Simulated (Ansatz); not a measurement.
The parent structure is NaLaO2 (space group R-3m, No. 166; a = 3.646 Å, c = 16.581 Å (hexagonal axes); a model cell, its experimental status unchecked). Axes: x lies along a and z along c of the hexagonal cell.

The values are results of plane-wave PAW DFT at the PBEsol level (Ansatz, a first-principles code, 420 eV), no SOC, not measurements.

It is then changed as follows: a pure shear with ε_xz = ε_zx = 0.0211; the atoms relax in the strained cell.

Predict the stress tensor and what it implies for the stiffness.

Stress of the strained cell less that of the base (GPa, compression positive):
```
   0.11    0.63   -1.01
   0.63    0.06    0.01
  -1.01    0.01    0.22
```

Then −Δσ/γ with γ = 2ε = 0.0422 gives secant stiffness values (nonlinear terms included at this strain): C55 ≈ 24 GPa.

Whether these cells are dynamically stable was not tested.
